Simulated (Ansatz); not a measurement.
The starting structures come from a database of crystals and need not be the phases stable at ambient conditions.

Tunnelling through a barrier is set by its complex band structure: the current falls as exp(−2κd) with the smallest κ.

Consider the following.

```
CELL_PARAMETERS angstrom
      4.51541     0.00000     0.00000
     -2.25771    17.47447     0.00000
      2.25770     0.87509     3.81129
ATOMIC_POSITIONS crystal
  Rb 0.08333 0.75000 0.58333
  Rb 0.91667 0.25000 0.41667
  Y  0.00000 0.00000 0.00000
  Y  0.50000 0.50000 0.50000
  Te 0.73319 0.39986 0.93347
  Te 0.26681 0.60014 0.06653
  Te 0.56653 0.89986 0.76681
  Te 0.43347 0.10014 0.23319
```

Space group of this cell: P6_3/mmc. The cell is taken as given.

Transport runs along the normal of the first two printed cell vectors, the (101) plane of the conventional cell.

The gap is the functional's own, uncorrected, and κ follows it; spin-orbit coupling is left out. Mid-gap values are interpolated between the computed energies.

Task: Estimate the band gap and the smallest decay constant κ at mid-gap that r2SCAN in Ansatz (a program for electronic structure) returns for this system.

Result: Gap 1.75 eV on a 8×8×8 mesh; κ = 0.174 1/Å, at the zone centre.
